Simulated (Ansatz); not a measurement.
Sc4N3O (model structure, Pm-3m, No. 221, 8 atoms in the cell): properties by level of theory

| level (code) | equilibrium lattice constant a (Å) | bulk modulus (GPa) | cohesive energy (eV/atom) |
|---|---|---|---|
| LDA (Ansatz) | 4.406 | 228 | ___ |
| PBE (Ansatz) | 4.494 | 196 | 6.66 |
| PBEsol (Ansatz) | 4.446 | 212 | 7.14 |
| r²SCAN (Ansatz) | ___ | 210 | 6.66 |

Q: What belongs in the gaps?

A: 
- LDA (Ansatz, a first-principles code), cohesive energy (eV/atom): 7.76
- r²SCAN (Ansatz), equilibrium lattice constant a (Å): 4.478

Caveats: the bulk modulus is −V dP/dV from two relaxed cells at ±2 % in volume (LDA, PBE, PBEsol, r²SCAN). Ansatz's density-functional and Hartree–Fock values are scalar-relativistic unless marked +SOC, with PAW data made under PBE.

Free atoms are spin-polarised, in the lowest state found; at levels without +SOC their spin–orbit coupling is left out.

Computed values are for the static lattice.

A model structure was made by putting elements into a prototype or built by hand; it is no filed structure, need not be a known phase, and can be a saddle point held by its symmetry.
